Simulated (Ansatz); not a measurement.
For P (model structure, Fd-3m, No. 227, 2 atoms in the cell), PBE (PAW; Ansatz, a program for electronic structure) gives:

* **lattice parameter a**: 5.484 Å
* **cohesive energy**: 2.93 eV/atom

Task: What does r²SCAN+rVV10 in Ansatz (PAW) give for the same quantities?

Result: 
- lattice constant a: 5.401 Å (drops by 1.5 %)
- cohesive energy: 2.89 eV/atom (falls by 0.04 eV/atom)

Changes are worked out from the printed values.

Unless a cell is named, each level is at its own relaxed cell (PBE 20.62, r²SCAN+rVV10 19.69 Å³/atom).

Ansatz's density-functional and Hartree–Fock values are scalar-relativistic unless marked +SOC, with PAW data made under PBE.

A model structure was made by putting elements into a prototype or built by hand; it is no filed structure, need not be a known phase, and can be a saddle point held by its symmetry.
